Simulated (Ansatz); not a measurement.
Terminations of the (100) surface of fcc Pt, measured from the surface 'clean 1x1'. Atoms come from or go to: Al: fcc Al, Au: fcc Au, In: tetragonal indium, Ir: fcc Ir, Mn: fcc-type Mn, layered antiferromagnet, Os: hcp Os, Pt: fcc Pt, Sc: hcp Sc, Zn: hcp Zn, Zr: hcp Zr. ΔE is the energy of forming the row's surface from that one (negative: more stable at these reservoirs); the vacuum level's shift is aligned on the shared bottom. No zero-point or thermal terms. These are constructed structures in small cells; real faces may alloy, dewet or reconstruct in larger ones, and not all known structures of the face are among them. Slabs of about 10 Å with all that they carry, Fermi-Dirac smearing of 0.1 eV. Bottom of the slabs: a bare face, its two planes held. Relaxed from the named starts with such symmetry as they have, on meshes of like density; energies extrapolated to zero smearing; no spin-orbit coupling, no U. Spin-polarised runs, if any, are marked in brackets, and their order is one that fits the cell; the others ran without spin. A dash marks a value that is undefined for that row (no clear gap, or no work function of a gapped slab) or was not read reliably on its mesh.

Level of theory: PBE (plane waves to 420 eV, PAW; Ansatz, a first-principles code).

```json
[
 {"surface": "a pseudomorphic layer of Sc in the host's stacking", "atoms added per 1x1": "+1 Sc", "ΔE per 1x1 (eV)": "-1.19", "shift of the vacuum level (eV)": "-1.34", "work function (eV)": "4.32"},
 {"surface": "a layer of Zn in place of the second plane", "atoms added per 1x1": "-1 Pt, +1 Zn", "ΔE per 1x1 (eV)": "-1.25", "shift of the vacuum level (eV)": "-0.08", "work function (eV)": "5.56"},
 {"surface": "a layer of In in place of the second plane", "atoms added per 1x1": "+1 In, -1 Pt", "ΔE per 1x1 (eV)": "-0.73", "shift of the vacuum level (eV)": "-0.45", "work function (eV)": "5.21"},
 {"surface": "a layer of Al in place of the second plane", "atoms added per 1x1": "+1 Al, -1 Pt", "ΔE per 1x1 (eV)": "(withheld)", "shift of the vacuum level (eV)": "-0.42", "work function (eV)": "5.24"},
 {"surface": "a pseudomorphic layer of Al in the host's stacking", "atoms added per 1x1": "+1 Al", "ΔE per 1x1 (eV)": "(withheld)", "shift of the vacuum level (eV)": "-0.91", "work function (eV)": "4.75"},
 {"surface": "a pseudomorphic layer of Mn in the host's stacking [spin, 4.7 μB a cell]", "atoms added per 1x1": "+1 Mn", "ΔE per 1x1 (eV)": "(withheld)", "shift of the vacuum level (eV)": "-1.88", "work function (eV)": "3.77"},
 {"surface": "a layer of Au in place of the second plane", "atoms added per 1x1": "+1 Au, -1 Pt", "ΔE per 1x1 (eV)": "0.18", "shift of the vacuum level (eV)": "0.11", "work function (eV)": "5.76"},
 {"surface": "a layer of Os in place of the second plane", "atoms added per 1x1": "+1 Os, -1 Pt", "ΔE per 1x1 (eV)": "0.15", "shift of the vacuum level (eV)": "-0.38", "work function (eV)": "5.30"},
 {"surface": "clean 1x1", "atoms added per 1x1": "none", "ΔE per 1x1 (eV)": "0.00", "shift of the vacuum level (eV)": "0.00", "work function (eV)": "5.66"},
 {"surface": "a layer of Zr in place of the second plane", "atoms added per 1x1": "-1 Pt, +1 Zr", "ΔE per 1x1 (eV)": "-2.35", "shift of the vacuum level (eV)": "-1.25", "work function (eV)": "4.42"},
 {"surface": "a pseudomorphic layer of Au in the host's stacking", "atoms added per 1x1": "+1 Au", "ΔE per 1x1 (eV)": "(withheld)", "shift of the vacuum level (eV)": "-0.40", "work function (eV)": "5.26"},
 {"surface": "a layer of Ir in place of the second plane", "atoms added per 1x1": "+1 Ir, -1 Pt", "ΔE per 1x1 (eV)": "0.12", "shift of the vacuum level (eV)": "-0.12", "work function (eV)": "5.54"}
]
```

Q: What belongs in the gaps?

A: 
- a layer of Al in place of the second plane, ΔE per 1x1 (eV): -2.74
- a pseudomorphic layer of Al in the host's stacking, ΔE per 1x1 (eV): -1.32
- a pseudomorphic layer of Mn in the host's stacking [spin, 4.7 μB a cell], ΔE per 1x1 (eV): -0.25
- a pseudomorphic layer of Au in the host's stacking, ΔE per 1x1 (eV): -0.39
